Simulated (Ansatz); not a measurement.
Several settings converged on ScB2 (P6mm, 3 atoms in the cell)

```
ScB2
1.0
    3.12968     0.00000     0.00000
   -1.56484     2.71039     0.00000
    0.00000     0.00000     3.51772
Sc B
1 2
Direct
  0.00000   0.00000   0.01421
  0.66667   0.33333   0.50000
  0.33333   0.66667   0.50000
```

Base method: PBEsol, default PAW files made with PBE (plane waves; Ansatz, an electronic-structure program).

Base settings: basis.ecutwfc = 420 eV; kpoints.mp_grid.grid = 12 12 9; hamiltonian.xc = pbesol; hamiltonian.pseudopotentials = {kind: paw} (the program's default PAW files); scf.occupations.method = gaussian; scf.occupations.width = 0.1 eV.

The count of work is k-points × plane waves × bands × iterations; it is no time. 

**The cutoff for other potential files**

Level: DFT, PBEsol, plane waves, harder PAW files (source: ansatz) made with PBE.

In this ladder: hamiltonian.pseudopotentials = {kind: paw, source: ansatz}.

The second cell is the first with its lattice scaled by 0.98.

The mesh stays at the base's, so the ladder's end is converged at best in this setting alone.

The first pressure column holds Ansatz's estimate of the finite-basis (Pulay) stress, which hides part of the cutoff error; the other is without it.

Only quantities that move along the ladder and can be compared are tabulated.

```csv
basis.ecutwfc,free energy less the last step's (meV/atom),energy of the compressed cell less the first (meV/atom),pressure (GPa),pressure without the Pulay estimate (GPa),largest difference of a force vector from the last step's (eV/Å),count of work / last
320 eV,506.41,14.32,-2.08,-38.24,0.072,0.12
390 eV,111.75,20.89,-0.47,-11.57,0.002,0.15
495 eV,11.00,15.57,-2.02,-3.12,0.001,0.20
605 eV,1.41,15.74,-1.95,-2.12,0.000,0.28
710 eV,0.34,15.73,-1.95,-1.97,0.000,0.36
850 eV,0.21,15.73,-1.95,-1.96,0.000,0.46
1065 eV,0.10,15.72,-1.96,-1.96,0.000,0.65
1420 eV,0.00,15.71,-1.96,-1.96,0.000,1.0
```

Coarsest basis.ecutwfc that holds the pressure within 0.2 GPa of the last step, with all finer ones: 495 eV, at 0.20 of the last step's count of work; the step before is off by 1.5 GPa.

Coarsest basis.ecutwfc that holds the forces within 0.005 eV/Å of the last step, with all finer ones: 390 eV, at 0.15 of the last step's count of work; the step before is off by 0.072 eV/Å.

Coarsest basis.ecutwfc that holds the energy of the compressed cell less the first within 0.5 meV/atom of the last step, with all finer ones: 495 eV, at 0.20 of the last step's count of work; the step before is off by 5.2 meV/atom.

The energy difference between the two cells stays within 1 meV/atom of the last step's from 495 eV on, the total only from 710 eV on: much of the error is common to both cells and cancels.

At the lowest cutoff the pressure without the Pulay estimate lies 36.3 GPa under the last step's, the usual sign of Pulay stress in an incomplete plane-wave basis.

**The relaxed cell against the cutoff**

On ScB2 (P6/mmm, 3 atoms in the cell): atoms on their sites.

In this ladder: relax = cell and atoms.

The mesh stays at the base's, so the ladder's end is converged at best in this setting alone.

Only quantities that move along the ladder and can be compared are tabulated.

```tsv
basis.ecutwfc	relaxed volume (Å³/atom)	relaxation steps
210 eV	10.059	13
250 eV	9.911	10
295 eV	9.828	7
355 eV	9.829	7
420 eV	9.830	5
505 eV	9.828	5
630 eV	9.828	5
840 eV	9.828	5
```

Coarsest basis.ecutwfc that holds the relaxed volume within 0.049 Å³/atom of the last step, with all finer ones: 295 eV; the step before is off by 0.082 Å³/atom.

At the lowest cutoff the cell relaxes to a volume 2.3 % larger than at the highest. Ansatz relaxes on a stress corrected for the finite basis.

On the base run: the starting cell comes from a database of computed structures (which also holds hypothetical and non-ambient phases and stackings), without a prior relaxation at this level. Its lattice was rescaled by up to half a per cent. One atom was moved a little off its site on purpose.

Keys are those of Ansatz 0.2.
